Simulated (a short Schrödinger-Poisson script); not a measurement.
Stack: MOS inversion layer, SiO2 on p-type Si(100), at 300 K.

From the gate side: 1.8 nm SiO2; 580 nm Si, acceptors 5.4e17 cm⁻³.

The device is made up for the run: typed textbook-type constants, with dimensions and the other settings drawn at random. SiO2: permittivity 3.9, conduction-band edge (eV) 3.15, gap (eV) 9, electron mass (mₑ) 0.5. Si: permittivity 11.7, conduction-band edge (eV) 0, gap (eV) 1.124, Nv at 300 K (cm⁻³) 3.1e19.

Channel valleys (confinement mass, in-plane density-of-states mass, number): Δ2 0.916, 0.19, 2; Δ4 0.19, 0.417, 4. At the gate the conduction-band edge of layer 1 lies 3.36 eV − eVg above the Fermi level of the channel; the field vanishes at the back. Gaps are held at their typed values at every temperature. Mesh 0.03 nm at interfaces.

Solved with a short Schrödinger-Poisson script written for these runs: 1D Poisson equation in equilibrium, electrons quantum, Hartree (BenDaniel-Duke, 12 states a valley, the channel's in-plane mass for all, wave functions free to enter the dielectric), parabolic valleys, classical holes, full ionisation, no traps, pinning or gate leakage.

| Vg (V) | electrons (cm⁻²) | C (μF/cm²) | Δ2 E0 (meV from the Fermi level) | Δ4 E0 (meV from the Fermi level) |
|---|---|---|---|---|
| 0.3 | 2.63e9 | 0.214 | 204.4 | 254.0 |
| 0.35 | 1.34e10 | 0.257 | 162.0 | 212.5 |
| 0.4 | 6.02e10 | 0.427 | 122.7 | 174.0 |
| 0.45 | 1.99e11 | 0.743 | 91.2 | 143.5 |
| 0.5 | 4.49e11 | 1.02 | 69.2 | 122.8 |
| 0.55 | 7.78e11 | 1.18 | 54.0 | 109.0 |
| 0.6 | 1.15e12 | 1.29 | 42.8 | 99.2 |
| 0.65 | 1.56e12 | 1.35 | 33.8 | 91.7 |
| 0.7 | 1.98e12 | 1.40 | 26.5 | 85.7 |
| 0.75 | 2.42e12 | 1.44 | 20.1 | 80.7 |
| 0.8 | 2.87e12 | 1.46 | 14.5 | 76.5 |
| 0.85 | 3.33e12 | 1.48 | 9.5 | 72.8 |
| 0.9 | 3.79e12 | 1.50 | 4.9 | 69.5 |
| 0.95 | 4.26e12 | 1.52 | 0.6 | 66.6 |
| 1 | 4.74e12 | 1.53 | -3.3 | 63.9 |
| 1.05 | 5.22e12 | 1.54 | -7.0 | 61.4 |
| 1.1 | 5.70e12 | 1.55 | -10.6 | 59.1 |
| 1.15 | 6.18e12 | 1.56 | -13.9 | 56.9 |

Gate voltages with under 1e9 electrons/cm² are left out.

**Question.** At Vg = 1.15 V the lowest Δ2 subband lies at -13.9 meV from the Fermi level. How many electrons does it hold, and what share of all?

**Answer.** The two-dimensional density of states is g m/(πħ²) = 1.59e11 cm⁻² meV⁻¹ (both spins), kT = 25.9 meV, so n = D kT ln(1 + exp(−E/kT)) = 4.10e12 cm⁻², 0.66 of the 6.18e12 cm⁻² in all.

**Question.** Compare the slope of the sheet density between 1.05 and 1.15 V with the geometric capacitance of the layers between gate and channel.

**Answer.** q Δn/ΔV = 1.54 μF/cm²; ε0/Σ(t/ε) = 1.92 μF/cm². The ratio is 0.80: the channel acts as a further capacitance in series.
